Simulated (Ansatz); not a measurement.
Results of r²SCANh (PAW; Ansatz, a program for electronic structure) for fluorite PtAl₂.

Settings: plane-wave cutoff 520 eV, 8×8×8 k mesh, Fermi–Dirac smearing 0.05 eV, scalar-relativistic PAW data made under PBE.

Results at a series of volumes:

```tsv
V (Å³/atom)	E − E_lowest (meV/atom)	P (GPa)
16.206	21.00	8.33
16.632	4.84	3.91
17.170	0.00	-0.89
17.485	4.19	-3.34
17.912	17.11	-6.29
```

Estimate the bulk modulus from the pressures at 16.632 and 17.170 Å³/atom, and compare it with a fit to all energies.

B = −V dP/dV. Between V = 16.632 and 17.170 Å³/atom, dP/dV = (-0.89 − (3.91))/(17.170 − 16.632) = -8.92 GPa per Å³/atom; at the midpoint 16.901 Å³/atom this gives B ≈ 151 GPa. The third-order Birch–Murnaghan fit gives V0 = 17.064 Å³/atom, B0 = 144 GPa, B′ = 4.4, which lies 4 % below that estimate.

Spin–orbit coupling is not included.

The computed numbers hold no vibrational or temperature effects.
